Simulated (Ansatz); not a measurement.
Take InSb in the zinc blende structure (space group F-43m, No. 216; a = 6.556 Å) as the base. Axes: x, y, z lie along the cube axes.

Computed with r2SCAN in Ansatz (plane waves to 500 eV, PAW, no spin-orbit coupling).

Strains are applied to the cell and any free atomic positions relax; under biaxial strain the out-of-plane vector relaxes too.

One change was made to it. Results:

```json
[
 {"quantity": "band gap", "base": "zero", "after": "zero"},
 {"quantity": "energy relative to the base (free energy F)", "base": "0 meV/atom", "after": "+0.9 meV/atom"},
 {"quantity": "volume per atom", "base": "35.22 Å³", "after": "34.96 Å³"}
]
```

**Question.** Which of these changes matches the shifts?
(A) tensor shear ε_yz = +0.66 %
(B) tensor shear ε_xz = +1.45 %
(C) biaxial strain +0.54 %, plane normal [001], relaxed out of plane
(D) biaxial strain −0.78 %, plane normal [001], relaxed out of plane
(E) uniaxial strain ε_xx = −4.28 %

**Answer.** D, biaxial strain −0.78 %, plane normal [001], relaxed out of plane. For comparison, the volume per atom in the other runs: uniaxial strain ε_xx = −4.28 % gives 33.71 Å³; tensor shear ε_yz = +0.66 % gives 35.22 Å³; biaxial strain +0.54 %, plane normal [001], relaxed out of plane gives 35.40 Å³; tensor shear ε_xz = +1.45 % gives 35.21 Å³.

With Sb present, leaving out spin-orbit coupling can change the band edges. Whether these cells are dynamically stable was not tested. The final runs are not spin-polarised. Gaps under 0.05 eV, about the width of the smearing, are given as zero. A zero or small gap of InSb can be the functional's error rather than a property of the material.

Ansatz is a program for electronic structure.
